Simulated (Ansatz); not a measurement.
Cell and atoms of amorphous Si₂₄O₄₇H:

```
CELL_PARAMETERS angstrom
     10.25996     0.00000     0.00000
      0.00000    10.25996     0.00000
      0.00000     0.00000    10.25996
ATOMIC_POSITIONS crystal
  Si 0.33419 0.85647 0.88261
  Si 0.70759 0.41562 0.28142
  Si 0.90439 0.71387 0.52552
  Si 0.68978 0.06934 0.90844
  Si 0.26299 0.34850 0.38680
  Si 0.80883 0.69240 0.25523
  Si 0.28792 0.07035 0.52964
  Si 0.62796 0.80736 0.87889
  Si 0.02090 0.60029 0.05436
  Si 0.00364 0.87586 0.95558
  Si 0.29360 0.67534 0.13960
  Si 0.42313 0.43094 0.24358
  Si 0.34915 0.92849 0.26622
  Si 0.29491 0.42170 0.77701
  Si 0.01694 0.97328 0.65591
  Si 0.69231 0.35207 0.58204
  Si 0.09378 0.32142 0.95263
  Si 0.63058 0.64117 0.64636
  Si 0.63587 0.90089 0.14219
  Si 0.89293 0.21983 0.75248
  Si 0.13276 0.52720 0.55446
  Si 0.17006 0.03362 0.04096
  Si 0.48823 0.18397 0.71548
  Si 0.34585 0.68099 0.66407
  O  0.82634 0.35062 0.20114
  O  0.30422 0.77649 0.26097
  O  0.67931 0.03549 0.06506
  O  0.95602 0.85374 0.57419
  O  0.03659 0.71378 0.94140
  O  0.39696 0.44097 0.40488
  O  0.39942 0.30928 0.74834
  O  0.11618 0.18627 0.03635
  O  0.49877 0.93740 0.21231
  O  0.14978 0.60887 0.14592
  O  0.24670 0.01639 0.18060
  O  0.74042 0.83747 0.24472
  O  0.62776 0.78109 0.03533
  O  0.75076 0.69944 0.56183
  O  0.23319 0.39085 0.91998
  O  0.36628 0.56305 0.77138
  O  0.00494 0.44358 0.01376
  O  0.27620 0.80000 0.74514
  O  0.15389 0.01418 0.58938
  O  0.40408 0.56250 0.15720
  O  0.82492 0.33544 0.66854
  O  0.39674 0.07525 0.64530
  O  0.56710 0.37248 0.21629
  O  0.72554 0.92805 0.83850
  O  0.27809 0.00010 0.92385
  O  0.24323 0.64283 0.54907
  O  0.99056 0.59183 0.58244
  O  0.02506 0.27524 0.81794
  O  0.88624 0.64090 0.12667
  O  0.55505 0.13146 0.84992
  O  0.66067 0.67537 0.80010
  O  0.13485 0.43781 0.42165
  O  0.29472 0.33046 0.22809
  O  0.72309 0.35734 0.42804
  O  0.17650 0.42771 0.67066
  O  0.03141 0.93143 0.80772
  O  0.34422 0.97570 0.41630
  O  0.80563 0.17190 0.87766
  O  0.48657 0.86882 0.84806
  O  0.31401 0.75413 0.00321
  O  0.70463 0.57655 0.28886
  O  0.60000 0.22638 0.61105
  O  0.62102 0.48505 0.63005
  O  0.91863 0.70839 0.36809
  O  0.92106 0.10023 0.65196
  O  0.49172 0.70982 0.60489
  O  0.26072 0.21484 0.46891
  H  0.86189 0.38931 0.12215
```

Methods: PBE, scalar-relativistic without spin-orbit coupling (Ansatz, a quantum-chemistry and plane-wave program); r2SCAN, scalar-relativistic without spin-orbit coupling (Ansatz); HSE06, scalar-relativistic without spin-orbit coupling (Ansatz). Neutral PBE cell, which sets geometry, pressure and energy: sampling: a 2×2×2 Γ-centred mesh; Fermi-Dirac width 0.02 eV; collinear spin, started from a total moment of 1 μB. The usual formal charges leave 3 electrons over, so the level spacing at the Fermi energy parts defect or band states and needn't be the band gap. In the spin-polarised cell the level spacing at the Fermi energy can part levels of unlike spin. Exact exchange is cut at the faces of this 10 Å cell, which leaves hybrid gaps a finite-size error.

Preparation: random packing, a CHGNet melt and quench, and a DFT relaxation. O atoms were pushed apart under 1.9 Å during the dynamics, to hinder bonds among them. The hot cell started wider than the set density and was brought back towards it in steps. It is the lowest in DFT energy of 2 quenches. It is a model cell: composition and starting density were chosen by hand, and all elements were melted together. No dispersion term was used. Its density started from a set value of 2.19 and ended at 2.19 g/cm³. Cooling (nominally 530 K/ps over its main leg) ran many orders faster than in experiment, which tends to leave more defects and strain. A cell of this size samples the disorder only roughly. The volume was held where the preparation left it. Cycles of charging lowered its energy after that relaxation.

Task: Give the pressure, the energy against reference phases and the spacing of the highest filled and lowest empty levels.

Result: 
```yaml
Pressure on a 2×2×2 Γ-centred mesh: 0.74 GPa
Largest force and stress component on that mesh (the relaxation ran on the zone centre alone): 0.03 eV/Å and 1.6 GPa
Energy relative to alpha cristobalite + H2 gas + silicon (lowest mix at this level among the phases computed, not always the ambient ones): 0.121 eV/atom
Level spacing at the Fermi energy on a 2×2×2 Γ-centred mesh (PBE): 1.28 eV
Level spacing at the Fermi energy at the zone centre (PBE): 1.33 eV
Level spacing at the Fermi energy at the zone centre (r2SCAN): 2.03 eV
Level spacing at the Fermi energy at the zone centre (HSE06): 2.59 eV
Distance between the nearest levels spread over more than a fifth of the atoms or a third of the atoms of their main element (six at least) (PBE, zone centre): 5.60 eV
net_moment: 1.00 μB
```

Task: At PBE and the zone centre, how localised are the states just below and above the Fermi level (participation number: the atoms over which a state spreads)?

Result: The highest filled state is spread over 3.8 atoms' worth, largest on Si10, with weights by element (charge in smoothed Voronoi cells) Si 0.66, O 0.34, H 0.00. The lowest empty state is spread over 3.7 atoms' worth, largest on Si10, with weights by element (charge in smoothed Voronoi cells) Si 0.67, O 0.33, H 0.00.

At PBE the levels at both edges of the gap are localised (band-tail or defect states), and the nearest spread-out levels lie 5.6 eV apart at the zone centre.

Bonds are counted up to Si-Si 2.60 Å, Si-O 1.90 Å, Si-H 1.70 Å, O-O 1.58 Å, O-H 1.16 Å, H-H 0.90 Å. Two cations that share two anions don't count as bonded, nor two that share one unless they lie closer than Si-Si 2.38 Å.

Added carriers, by PBE, scalar-relativistic without spin-orbit coupling (Ansatz) on the zone centre alone. Charged cells keep the cell fixed and stand in a uniform background, with no image correction, at a width of 0.01 eV; where the count is odd the moment is locked at 1 μB, unless the neutral cell bore moments. Each starts from the undistorted neutral geometry alone. PBE's self-interaction favours spread-out carriers, so it can miss traps that a hybrid finds.

Task: What happens at PBE when the cell takes an extra electron and the atoms relax?

Result: Relaxation lowers the charged cell by 0.82 eV. The largest moves are Si10 0.28 Å, O48 0.18 Å, O35 0.13 Å, Si22 0.12 Å. No bond crosses its cut-off with a change of over 0.15 Å. Made neutral again at that geometry, the cell lies +0.78 eV from the neutral start.

Task: What happens at PBE when the cell takes a hole and the atoms relax?

Result: Relaxation lowers the charged cell by 0.95 eV. The largest moves are Si10 0.45 Å, H72 0.16 Å, Si22 0.14 Å, O48 0.14 Å. No bond crosses its cut-off with a change of over 0.15 Å. Made neutral again at that geometry, the cell lies +1.35 eV from the neutral start.

Task: What happens at PBE when the cell takes two holes and the atoms relax?

Result: Relaxation lowers the charged cell by 0.92 eV. The largest moves are Si10 0.45 Å, O48 0.15 Å, O25 0.14 Å, Si22 0.13 Å. The neutral cell had unpaired spins already, so no single level is told as the carrier's. No bond crosses its cut-off with a change of over 0.15 Å. Made neutral again at that geometry, the cell lies +1.36 eV from the neutral start.

Ahead of the cycles of charging, a PBE run started with 1 μB on atoms that lack a bond or may hold spare charge kept moments, at no lower energy.
